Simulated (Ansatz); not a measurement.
The reference is Y in the hcp (Mg type) structure (space group P6_3/mmc, No. 194; a = 3.6523 Å, c = 5.7029 Å; relaxed with 0.1 eV smearing). Axes: x lies along a and z along c of the hexagonal cell.

All numbers come from PBE in Ansatz (plane waves to 420 eV, PAW, no SOC).

Before the change:

- Band gap: zero

One thing is altered: compressive biaxial strain of 0.50 % in the plane normal to [001], as in epitaxy on a mismatched substrate; the out-of-plane cell vector and the atoms relax.

Predict the new out-of-plane strain and band gap.

The out-of-plane strain amounts to +0.27 %; the band gap is still zero.

Stability against distortions was not tested. The final runs are not spin-polarised.

Ansatz is a program for electronic structure.
